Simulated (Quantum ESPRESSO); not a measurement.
A working Quantum ESPRESSO input for BaGe₂Rh₂ (I4/mmm, 5 atoms in the cell) (DFT, PBEsol, plane waves, PSlibrary ultrasoft (PBE) pseudopotentials):

```fortran
&control
  calculation = 'scf'
  prefix = 'ba(gerh)2'
  outdir = './work'
  pseudo_dir = './'
  tprnfor = .true.
  tstress = .true.
/
&system
  ibrav = 0
  nat = 5
  ntyp = 3
  ecutwfc = 60
  ecutrho = 420
  occupations = 'smearing'
  smearing = 'fd'
  degauss = 0.0036749
  input_dft = 'pbesol'
/
&electrons
  conv_thr = 1.0d-9
/
ATOMIC_SPECIES
Ba   137.3270  Ba.pbe-spn-rrkjus_psl.1.0.0.UPF
Ge    72.6300  Ge.pbe-n-rrkjus_psl.1.0.0.UPF
Rh   102.9055  Rh.pbe-spn-rrkjus_psl.1.0.0.UPF
ATOMIC_POSITIONS crystal
Ba    0.00000000    0.00000000    0.00000000
Ge    0.64946000    0.64946000    0.00000000
Ge    0.35054000    0.35054000    0.00000000
Rh    0.75000000    0.25000000    0.50000000
Rh    0.25000000    0.75000000    0.50000000
K_POINTS automatic
8 8 8  0 0 0
CELL_PARAMETERS angstrom
  -2.05585200     2.05585200     6.05638100
   2.05585200    -2.05585200     6.05638100
   2.05585200     2.05585200    -6.05638100
```

The run converged in 16 iterations: free energy E − TS -7330.0754 eV; Fermi level (on the code's own zero) 12.62 eV; pressure 4.89 GPa; largest force (vector length) 1.015 eV/Å. Each of these slips is then made, one at a time:

(1)
```diff
-  ecutwfc = 60
-  ecutrho = 420
+  ecutwfc = 30
+  ecutrho = 210
```

(2)
```diff
-K_POINTS automatic
-8 8 8  0 0 0
+K_POINTS gamma
```

Question: Predict the outcome of each change.

Answer: 
(1) An energy in the wrong unit. The run converged in 12 iterations without an error; against the sound input the free energy rises by 1.79 eV/atom, the pressure goes from 4.89 to -60.06 GPa and the largest force goes from 1.015 to 0.931 eV/Å.

(2) A single k-point for a small metallic cell. The run converged in 39 iterations without an error; against the sound input the free energy goes up by 897 meV/atom, the pressure goes from 4.89 to 12.77 GPa and the largest force goes from 1.015 to 1.771 eV/Å.

The starting cell comes from a database of computed structures (which also holds hypothetical and non-ambient phases and stackings), without a prior relaxation at this level. Its lattice was rescaled by a random factor within 2.5 % of one. Spin polarisation is off. In the base run, with a pressure of about 5 GPa the cell is away from its equilibrium volume at this level. In the base run, forces exceed 1 eV/Å.

Left out of this page: 4 runs of the series outside the window shown, repeating another row's setting, or not comparable.
